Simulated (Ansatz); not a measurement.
# Several settings converged on Zr2Ga (Fmm2, 6 atoms in the cell)

```xyz
6
Lattice="-3.3279 3.3279 2.7281 3.3279 -3.3279 2.7281 3.3279 3.3279 -2.7281" Properties=species:S:1:pos:R:3 pbc="T T T"
Zr     1.0594     4.3874     0.0000
Zr     2.3039    -1.0241     2.7281
Zr     2.3039     1.0241     0.0000
Zr     1.0241     2.3039     2.7281
Ga     0.0000     0.0000     1.3641
Ga     0.0000     0.0000     4.0922
```

Base method: PBEsol, default PAW files made with PBE (plane waves; Ansatz, an electronic-structure program).

Base settings: basis.ecutwfc = 420 eV; kpoints.mp_grid.grid = 5 5 5; hamiltonian.xc = pbesol; hamiltonian.pseudopotentials = {kind: paw} (the program's default PAW files); scf.occupations.method = gaussian; scf.occupations.width = 0.1 eV.

The count of work is k-points × plane waves × bands × iterations; it is no time. 

**The k-point mesh at a smearing width of 0.05 eV**

In this ladder: scf.occupations.width = 0.05 eV.

The second cell is the first with its lattice scaled by 0.98.

Only quantities that move along the ladder and can be compared are tabulated.

```csv
kpoints.mp_grid.grid,free energy less the last step's (meV/atom),energy of the compressed cell less the first (meV/atom),pressure (GPa),largest difference of a force vector from the last step's (eV/Å),count of work / last
3 3 3,-18.82,12.16,-1.94,0.243,0.0091
4 4 4,3.49,9.09,-2.38,0.030,0.015
5 5 5,2.23,9.48,-2.16,0.050,0.023
7 7 7,-0.96,8.93,-2.35,0.024,0.064
10 10 10,0.07,8.96,-2.30,0.019,0.17
13 13 13,0.13,8.84,-2.32,0.008,0.29
19 19 19,0.00,8.87,-2.32,0.000,1.0
```

Coarsest kpoints.mp_grid.grid that holds the forces within 0.01 eV/Å: not settled: the last two steps still differ by 0.008 eV/Å, over half the tolerance, so the ladder does not show it.

Coarsest kpoints.mp_grid.grid that holds the free energy within 2 meV/atom of the last step, with all finer ones: 7 7 7, at 0.064 of the last step's count of work; the step before is off by 2.2 meV/atom.

Coarsest kpoints.mp_grid.grid that holds the energy of the compressed cell less the first within 0.5 meV/atom of the last step, with all finer ones: 7 7 7, at 0.064 of the last step's count of work; the step before is off by 0.61 meV/atom.

The energy difference between the two cells stays within 1 meV/atom of the last step's from 4 4 4 on, the total only from 7 7 7 on: much of the error is common to both cells and cancels.

**The width of Methfessel-Paxton smearing**

In this ladder: kpoints.mp_grid.grid = 8 8 8; scf.occupations.method = methfessel_paxton.

Narrow widths need finer meshes than wide ones, so the last steps can hold mesh noise.

Only quantities that move along the ladder and can be compared are tabulated; pressure and forces are left out, as mesh noise rules them at narrow widths.

| scf.occupations.width | free energy less the last step's (meV/atom) |
|---|---|
| 1 eV | 2.30 |
| 0.5 eV | 4.36 |
| 0.3 eV | 1.78 |
| 0.1 eV | 0.00 |

Widest scf.occupations.width that holds the free energy within 2 meV/atom: not settled: the last two steps still differ by 1.8 meV/atom, over half the tolerance, so the ladder does not show it.

On the base run: the starting cell comes from a database of computed structures (which also holds hypothetical and non-ambient phases and stackings), without a prior relaxation at this level. Its lattice was rescaled by up to half a per cent. One atom was moved a little off its site on purpose. Ansatz's pressure includes its estimate of the finite-basis (Pulay) stress.

Left out of this page: 2 runs of the series outside the window shown, repeating another row's setting, or not comparable.

Keys are those of Ansatz 0.2.
